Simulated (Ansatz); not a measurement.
Computed with PBE (plane waves to 420 eV, PAW; Ansatz, a quantum-chemistry and plane-wave program).

Planar average of the electrostatic potential across the slab, in eV from the Fermi level, for OH on the 1x1 (100) surface of bcc Nb, one in a 2x2 cell, started at the site 'hollow Nb-Nb-Nb-Nb over Nb at depth 1.4 Å':

(z (Å), V (eV)): (5.49, 3.60); (5.78, 3.60); (6.07, 3.59); (6.36, 3.58); (6.64, 3.57); (6.93, 3.54); (7.22, 3.48); (7.51, 3.38); (7.80, 3.19); (8.09, 2.84); (8.38, 2.21); (8.67, 1.05); (8.96, -1.26); (9.24, -5.91); (9.53, -11.50); (9.82, -14.87); (10.11, -14.42); (10.40, -11.66); (10.69, -10.77); (10.98, -13.00); (11.27, -14.73); (11.56, -13.11); (11.84, -9.09); (12.13, -6.47); (12.42, -8.67); (12.71, -12.81); (13.00, -14.69); (13.29, -12.71); (13.58, -8.55); (13.87, -6.45); (14.16, -9.13); (14.44, -13.10); (14.73, -14.59); (15.02, -12.70); (15.31, -10.11); (15.60, -10.54); (15.89, -13.42); (16.18, -14.59); (16.47, -12.11); (16.76, -7.04); (17.04, -2.26); (17.33, 0.00); (17.62, 0.66); (17.91, 1.10); (18.20, 1.60); (18.49, 2.46); (18.78, 3.06); (19.07, 3.26); (19.36, 3.34); (19.64, 3.37); (19.93, 3.39); (20.22, 3.39); (20.51, 3.40); (20.80, 3.40); (21.09, 3.40); (21.38, 3.40); (21.67, 3.40); (21.96, 3.40); (22.24, 3.40); (22.53, 3.40); (22.82, 3.40)

Set-up: 22 atoms, 6.2 Å thick at the start under the adsorbate (thin: gaps and levels are the slab's own); mesh 4x4x1; 0.1 eV smearing; dipole correction on; 8 atoms held, the rest relaxed; held to the start's symmetry, so lower structures may exist; no spin, no spin-orbit, no U, no dispersion correction. At the end it is bonded to 2 Nb. In PBE it is, or lies within 0.03 eV of, the lowest of the starts that converged.

The vacuum level lies 3.40 eV above the Fermi level over the top face and 3.60 eV above it under the bottom face.
